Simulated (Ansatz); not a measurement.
Consider HfSiO$_{4}$ (space group I4_1/amd, No. 141; a = 6.6454 Å, c = 6.0142 Å). Axes: x, y, z lie along a, b, c of the conventional cell.

Method: PBE/PAW in Ansatz (an electronic-structure program), no spin-orbit coupling.

For the base:

| Item | Result |
|---|---|
| Pressure | 0.00 GPa |

It is then changed as follows: biaxial strain −0.79 %, plane normal [001], relaxed out of plane (Cartesian); in-plane vectors clamped, the third vector and the atoms free.

Problem. How does this affect the pressure and out-of-plane strain?

Solution. The pressure (mean of the normal stresses, compression positive) goes from zero to 2.01 GPa; the out-of-plane strain amounts to +0.51 %.

No phonon test of stability was made.
